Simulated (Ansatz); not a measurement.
The parent structure is Pt in the fcc (Cu type) structure (space group Fm-3m, No. 225; a = 3.942 Å; relaxed with 0.1 eV smearing).

The values are results of DFT with r2SCAN, PAW potentials and a 500 eV plane-wave cutoff in Ansatz (an electronic-structure program), spin-orbit coupling left out, not measurements.

For the base:

| Property | Result |
|---|---|
| Pressure | 0.0 GPa |
| Band gap | zero |

The change: every lattice vector is stretched by 3.00 %; the atoms relax in the strained cell.

Question: What does the calculation give for the pressure after the change?

Answer: The pressure goes from zero to -18.7 GPa.

Question: How does this affect the energy relative to the base?

Answer: The energy grows by 91 meV/atom.

Question: What happens to the band gap?

Answer: The band gap stays zero.

Stability against distortions was not tested. All final runs are without spin polarisation. Pt lies near a magnetic instability that expansion can trigger; it was not tested.
